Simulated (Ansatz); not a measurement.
## Converging the plane-wave cutoff: SnTe (I4mm, 2 atoms in the cell)

```yaml
crystal:
  lattice:
    - [0.00000, 3.14420, 3.14420]
    - [3.14420, 0.00000, 3.14420]
    - [3.14420, 3.14420, 0.00000]
  atoms:
    - { symbol: Sn, position: [0.00795, 0.00795, 0.99205] }
    - { symbol: Te, position: [0.50000, 0.50000, 0.50000] }
```

Method of the run: PBEsol, PAW files made with PBE (plane waves; Ansatz, a quantum-chemistry and plane-wave program).

Base settings: basis.ecutwfc = 420 eV; kpoints.mp_grid.grid = 7 7 7; hamiltonian.xc = pbesol; hamiltonian.pseudopotentials = {kind: paw} (the program's default PAW files); scf.occupations.method = fermi_dirac; scf.occupations.width = 0.01 eV.

The second cell is the first with its lattice scaled by 0.98.

The mesh stays at the base's, so the ladder's end is converged at best in this setting alone.

The first pressure column holds Ansatz's estimate of the finite-basis (Pulay) stress, which hides part of the cutoff error; the other is without it.

Only quantities that move along the ladder and can be compared are tabulated.

The count of work is k-points × plane waves × bands × iterations; it is no time. 

The starting cell has typed, rounded lattice constants, without a prior relaxation at this level. Its lattice was rescaled by up to half a per cent. One atom was moved a little off its site on purpose.

Steps (basis.ecutwfc): 145 eV; 170 eV; 190 eV; 210 eV; 230 eV; 250 eV; 295 eV; 335 eV; 380 eV; 420 eV; 460 eV; 505 eV; 565 eV; 630 eV; 735 eV; 840 eV; 1010 eV.

**Question.** What is the coarsest basis.ecutwfc that holds the pressure without the Pulay estimate within 0.2 GPa of the last step, with all finer ones?

**Answer.** 380 eV, at 0.23 of the last step's count of work; the step before is off by 0.23 GPa.

**Question.** What is the coarsest basis.ecutwfc that holds the free energy within 2 meV/atom of the last step, with all finer ones?

**Answer.** 380 eV, at 0.23 of the last step's count of work; the step before is off by 3.8 meV/atom.

**Question.** What is the coarsest basis.ecutwfc that holds the forces within 0.005 eV/Å of the last step, with all finer ones?

**Answer.** 295 eV, at 0.16 of the last step's count of work; the step before is off by 0.018 eV/Å.

| basis.ecutwfc | free energy less the last step's (meV/atom) | energy of the compressed cell less the first (meV/atom) | pressure (GPa) | pressure without the Pulay estimate (GPa) | largest difference of a force vector from the last step's (eV/Å) | count of work / last |
|---|---|---|---|---|---|---|
| 145 eV | 45987.10 | 650.15 | 2.38 | -896.54 | 0.436 | 0.076 |
| 170 eV | 17006.72 | -223.84 | -7.44 | -405.90 | 0.148 | 0.097 |
| 190 eV | 7557.26 | -72.20 | 3.76 | -206.74 | 0.203 | 0.086 |
| 210 eV | 3155.45 | 64.14 | 0.92 | -99.17 | 0.023 | 0.10 |
| 230 eV | 1281.94 | 12.08 | 0.81 | -46.48 | 0.021 | 0.14 |
| 250 eV | 483.39 | 25.37 | 0.11 | -20.42 | 0.018 | 0.14 |
| 295 eV | 42.19 | 18.70 | -0.07 | -2.62 | 0.001 | 0.16 |
| 335 eV | 3.81 | 16.85 | -0.05 | -0.29 | 0.000 | 0.20 |
| 380 eV | 1.35 | 16.91 | -0.05 | -0.06 | 0.000 | 0.23 |
| 420 eV | 0.91 | 16.88 | -0.05 | -0.07 | 0.000 | 0.27 |
| 460 eV | 0.49 | 16.87 | -0.05 | -0.06 | 0.000 | 0.31 |
| 505 eV | 0.32 | 16.88 | -0.05 | -0.05 | 0.000 | 0.36 |
| 565 eV | 0.22 | 16.87 | -0.05 | -0.05 | 0.000 | 0.42 |
| 630 eV | 0.11 | 16.87 | -0.05 | -0.05 | 0.000 | 0.49 |
| 735 eV | 0.04 | 16.86 | -0.05 | -0.05 | 0.000 | 0.60 |
| 840 eV | 0.02 | 16.85 | -0.05 | -0.05 | 0.000 | 0.76 |
| 1010 eV | 0.00 | 16.85 | -0.05 | -0.05 | 0.000 | 1.0 |

The energy difference between the two cells stays within 1 meV/atom of the last step's from 335 eV on, the total only from 420 eV on: much of the error is common to both cells and cancels.

At the lowest cutoff the pressure without the Pulay estimate lies 896 GPa under the last step's, the usual sign of Pulay stress in an incomplete plane-wave basis.

Keys are those of Ansatz 0.2.
